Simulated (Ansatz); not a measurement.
# BeS, response to strain

The parent structure is BeS in the zinc blende structure (space group F-43m, No. 216; a = 4.7964 Å). Axes: x, y, z lie along the cube axes.

Strains are applied to the cell and any free atomic positions relax; under biaxial strain the out-of-plane vector relaxes too.

Calculations: plane-wave PAW DFT at the LDA level (Ansatz, a quantum-chemistry and plane-wave program, 420 eV), without spin-orbit coupling.

Notes on the quantities. in-plane stress: mean in-plane stress (compression positive); energy relative to the base: free energy F.

| change | band gap | in-plane stress | gap character | energy relative to the base | out-of-plane strain |
|---|---|---|---|---|---|
| base | 2.82 eV | – | – | 0 meV/atom | – |
| biaxial strain −3.00 %, plane normal [001], relaxed out of plane | 2.48 eV | … | indirect, Γ → X | +15 meV/atom | +2.38 % |
| biaxial strain −2.50 %, plane normal [001], relaxed out of plane | 2.54 eV | +5.0 GPa | indirect, Γ → X | +10 meV/atom | +1.99 % |
| biaxial strain −2.00 %, plane normal [001], relaxed out of plane | 2.60 eV | +3.9 GPa | indirect, Γ → X | +6.5 meV/atom | +1.60 % |
| biaxial strain −0.50 %, plane normal [001], relaxed out of plane | 2.77 eV | +0.9 GPa | indirect, Γ → X | +0.4 meV/atom | +0.40 % |
| biaxial strain +0.50 %, plane normal [001], relaxed out of plane | 2.76 eV | -0.9 GPa | indirect, Γ → M | +0.4 meV/atom | -0.41 % |
| biaxial strain +1.00 %, plane normal [001], relaxed out of plane | 2.69 eV | -1.7 GPa | indirect, Γ → M | +1.5 meV/atom | -0.83 % |
| biaxial strain +2.00 %, plane normal [001], relaxed out of plane | 2.57 eV | -3.4 GPa | indirect, Γ → M | +6.0 meV/atom | -1.67 % |
| biaxial strain +2.50 %, plane normal [001], relaxed out of plane | 2.51 eV | -4.1 GPa | indirect, Γ → M | +9.2 meV/atom | … |
| biaxial strain +3.00 %, plane normal [001], relaxed out of plane | 2.46 eV | -4.9 GPa | indirect, Γ → M | +13 meV/atom | -2.54 % |

### Question
Complete the table.

### Answer

- biaxial strain −3.00 %, plane normal [001], relaxed out of plane, in-plane stress: +6.1 GPa
- biaxial strain +2.50 %, plane normal [001], relaxed out of plane, out-of-plane strain: -2.10 %

Stability against distortions was not tested. Labels are those of the standard path for the cell's own space group.
